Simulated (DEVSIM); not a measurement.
Structure: Ru/Si3N4/n-Ge capacitor, at 400 K.

| layer (left to right) | material | thickness (nm) | Nd (cm⁻³) |
|---|---|---|---|
| 1 | Si3N4 | 27.0 | - |
| 2 | Ge | 6300 | 8.8e15 |

Metal gate on the left, work function 4.7 eV. Fixed charge at the semiconductor interface -9.2e10 cm⁻² (in units of +e); no interface traps.

Constants are typed, rounded textbook-type inputs, not results; the design itself was drawn at random and stands for no fabricated device. Values at 300 K; Nc and Nv go as T^1.5, mobilities as T to minus their exponent, the gap by Varshni's rule with the affinity fixed.

| parameter | Si3N4 | Ge |
|---|---|---|
| gap (eV) | 5.1 | 0.664 |
| affinity (eV) | 2.1 | 4 |
| permittivity | 7.5 | 16 |
| Nc (cm⁻³) | - | 1.04e19 |
| Nv (cm⁻³) | - | 6e18 |
| Varshni α (eV/K) | - | 0.000477 |
| Varshni β (K) | - | 235 |

Simulated with DEVSIM: 1D Poisson equation in equilibrium, Boltzmann statistics, complete ionisation; no quantum confinement or tunnelling. Metal contacts follow the ideal Schottky-Mott rule: no Fermi-level pinning, no interface dipoles.

The Si3N4 thickness was swept, all else fixed.

```csv
Si3N4 thickness (μm),flat-band voltage (V),threshold voltage (band bending 2φF) (V),capacitance of the dielectric stack (μF/cm²),minimum of the low-frequency capacitance (μF/cm²)
0.011,0.47,0.30,0.604,0.123
0.015,0.48,0.30,0.443,0.114
0.019,0.48,0.29,0.350,0.107
0.023,0.49,0.29,0.289,0.100
0.027,0.50,0.28,0.246,0.0946
0.032,0.51,0.28,0.208,0.0884
```

From the first row to the last the flat-band voltage goes from 0.47 to 0.51. From the first row to the last the threshold voltage (band bending 2φF) goes from 0.30 to 0.28.
